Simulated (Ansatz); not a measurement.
The parent structure is ZrSi$_{2}$ (space group Cmcm, No. 63; a = 3.675 Å, b = 14.571 Å, c = 3.656 Å).

Computed with Kohn–Sham DFT with the PBEsol functional, run in Ansatz (a quantum-chemistry and plane-wave program) with PAW and 420 eV plane waves, no spin-orbit coupling, earlier PAW set.

Before the change:

```
Item        Value
--------  -------
Pressure  0.0 GPa
Band gap     zero
```

One thing is altered: the cell is scaled by 1.0415 in all directions, atoms relaxed at fixed cell.

### Question
Predict the new largest internal atomic displacement.

### Answer
The largest internal atomic displacement is 0.028 Å.

### Question
Estimate the effect on the energy relative to the base.

### Answer
The energy increases by 95 meV/atom.

### Question
What does the calculation give for the pressure after the change?

### Answer
The pressure (mean of the normal stresses, compression positive) goes from zero to -13.0 GPa.

### Question
How does this affect the band gap?

### Answer
The band gap stays zero.

The cells carry an imposed strain or load. Whether these cells are dynamically stable was not tested. All final runs are without spin polarisation.
